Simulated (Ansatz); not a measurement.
System: interstitial N in 4H silicon carbide (charge state -1). The step: N moves alone to another site; the atom moves 1.40 Å along (0.00, 0.45, 0.00) of the unit cell; the moving atom starts with neighbours C at 1.45; Si at 1.66, Si at 1.82 Å and ends with C at 1.45; Si at 1.66, Si at 1.82 Å. A PBE band in Ansatz (plane-wave PAW, the Γ point alone, 72 host sites, 98 SCF runs with any check of the saddle's order, static, no finite-size correction) gives a forward barrier of 0.60 eV. The program found a first-order saddle point. The charge state is imposed; whether it is stable for some Fermi level was not computed. Sites that were not tried may lie lower. The order of the sites in energy changes with the mesh.

Single points at the band's start and saddle point can refine it. Rough cost of one point, in units of the band's mean SCF on the same machine:

```csv
Level,Cost of one point
"PBE, a 2×2×2 k-point mesh shifted by half a step along c",about 6
"r2SCAN at 500 eV, the Γ point alone",about 4
```

Q: Which of these move the barrier by more than 0.1 eV, and how far does each move it?

A: PBE, a 2×2×2 k-point mesh shifted by half a step along c: -0.18 eV; r2SCAN at 500 eV, the Γ point alone: +0.04 eV. Each functional is compared with PBE at the same k-points.

Ansatz is a program for electronic structure.
